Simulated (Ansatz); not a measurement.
CuI under a change: isotropic strain +2.25 %

Take CuI in the zinc blende structure (space group F-43m, No. 216; a = 6.079 Å) as the base.

The change: an isotropic linear strain of +2.25 %, atoms relaxed at fixed cell.

Method: PBE (Ansatz, a quantum-chemistry and plane-wave program), no spin-orbit coupling. Settings: 9×9×9 k-points, 0.05 eV Fermi–Dirac smearing.

The volume per atom goes up by 1.94 Å³ (28.08 Å³ → 30.02 Å³) and the space group remains F-43m (No. 216). The shortest interatomic distance goes up by 0.059 Å to 2.691 Å and the energy grows by 14 meV/atom. The pressure goes from zero to -21.8 kbar and the band gap shrinks by 0.16 eV to 0.94 eV. The gap character is still direct at Γ and the mean gap deformation potential ΔEg/Δln V amounts to -2.4 eV. The width of the top valence band shrinks by 0.21 eV (1.47 eV → 1.26 eV) and the electron mass remains 0.15 mₑ (at Γ). The hole mass (degenerate bands, along [100]) changes from 0.22, 0.75, 0.75 mₑ (at Γ) to 0.22, 0.86, 0.86 mₑ (at Γ) and the valley order (the lowest conduction-band minima on the path, energy above the VBM, named in the base's zone) becomes Γ 0.94 eV; L along ⟨111⟩ 2.08 eV (base: Γ 1.10 eV; L along ⟨111⟩ 2.13 eV).

Cost of the whole job for the changed cell (relaxation, final SCF and bands): about 13 core-seconds (a rough figure).

Spin-orbit coupling, missing from the scalar runs, can matter with I. Masses are band curvatures over ±0.01 Å⁻¹ around the edge. Stability against distortions was not tested. All final runs are without spin polarisation.
